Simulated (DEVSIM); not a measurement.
Structure: Schottky contact on p-type Si, at 300 K.

```csv
layer (left to right),material,thickness (μm),Na (cm⁻³),τn (s),τp (s)
1,Si,6.10,3e15,4.4e-7,4.4e-7
2,Si,0.940,9.1e17,4.4e-7,4.4e-7
```

Left contact: Schottky, work function 4.564 eV, emission velocity 9.2e6 cm/s. Right contact: ohmic. Voltage is applied to the left contact. Recombination: SRH at mid-gap, radiative. Mobility is constant in doping.

This is a model device: material constants are rounded textbook-type values typed into the input, and sizes, dopings and lifetimes were drawn at random. Values at 300 K.

| parameter | Si |
|---|---|
| gap (eV) | 1.124 |
| affinity (eV) | 4.05 |
| permittivity | 11.7 |
| Nc (cm⁻³) | 2.86e19 |
| Nv (cm⁻³) | 3.1e19 |
| μn (cm²/Vs) | 1417 |
| μp (cm²/Vs) | 470 |
| B (cm³/s) | 4.7e-15 |

DEVSIM, 1D drift-diffusion, Boltzmann statistics, complete ionisation; no tunnelling, impact ionisation, image-force lowering or self-heating. Metal contacts follow the ideal Schottky-Mott rule: no Fermi-level pinning, no interface dipoles.

The doping Na of layer 1 was swept, all else fixed.

```
doping Na of layer 1 (cm^-3)  dark forward voltage at 1 A/cm² (V)
----------------------------  -----------------------------------
9e13                                                        0.315
3e14                                                        0.240
9e14                                                        0.204
3e15                                                        0.184
9e15                                                        0.172
3e16                                                        0.164
9e16                                                        0.160
```

From the first row to the last the dark forward voltage at 1 A/cm² goes from 0.315 to 0.160.
